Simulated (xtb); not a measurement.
xtb 6.7.1, GFN2-xTB: Ni(hfac)(k2OAc)(OH2)2, charge 0, multiplicity 3, 28 atoms. The geometry is a generated start, not checked to be a minimum at this level.

```json
{
 "method": "GFN2-xTB",
 "--acc": "1 (default)",
 "--etemp (K)": "300 (default)",
 "detailed input (--input)": "none: ANC optimiser, Lindh (1995) Hessian, microcycle=20, maxdispl=1.0, hlow=0.01 (default)",
 "basis_functions": "94",
 "valence_electrons": "124"
}
```

```xyz
28

Ni    -0.9115     0.3475     0.7616
F      1.3159     3.7006    -1.3522
C      1.2090     2.6872    -2.2146
F      2.4366     2.4203    -2.6691
F      0.4993     3.1385    -3.2615
C      0.5149     1.4646    -1.5678
C      0.8123     0.2228    -2.1300
C      0.2481    -0.9429    -1.6068
C      0.7397    -2.2513    -2.2732
F      0.1513    -3.3305    -1.7622
F      0.4879    -2.2505    -3.5926
F      2.0624    -2.4124    -2.1365
O     -0.5905    -1.0660    -0.6963
O     -0.2548     1.7273    -0.6252
H      1.5212     0.1541    -2.9370
C      0.7874    -1.8593     3.5077
C      0.1224    -0.9986     2.4725
O      0.7984    -0.1887     1.7839
O     -1.1207    -1.0608     2.2850
H      0.2492    -2.7972     3.6070
H      1.8237    -2.0320     3.2342
H      0.7571    -1.3353     4.4612
O     -3.1122     0.1717     0.4278
H     -3.3072    -0.3521     1.2179
H     -3.1866    -0.4274    -0.3226
O     -1.3309     2.0957     1.9912
H     -2.1277     2.4885     1.6134
H     -0.5947     2.6862     1.7842
```

Charge 0 and multiplicity 3 are set for this test and not shown to be the ground state. GFN-xTB has no spin term: --uhf 2 sets the occupations alone.

The structure is relaxed from this start with --opt LEVEL for the levels crude, sloppy, loose, lax, normal, tight, vtight, extreme, once each. Up to the end of the extreme run atoms move by at most 0.74 Å along an axis.

### Question
Which level is enough to come within 1 meV of the tightest end point?

### Answer
vtight: 116 cycles against 118, ending 0.0024 meV above.

| level | cycles | energy above the extreme run (meV) | gradient norm (eV/Å) |
|---|---|---|---|
| crude | 1 | 25 | 0.10 |
| sloppy | 1 | 25 | 0.10 |
| loose | 1 | 25 | 0.10 |
| lax | 1 | 25 | 0.10 |
| normal | 34 | 4.8 | 0.039 |
| tight | 48 | 4.0 | 0.0083 |
| vtight | 116 | under 0.01 | 0.0043 |
| extreme | 118 | — | 0.0013 |
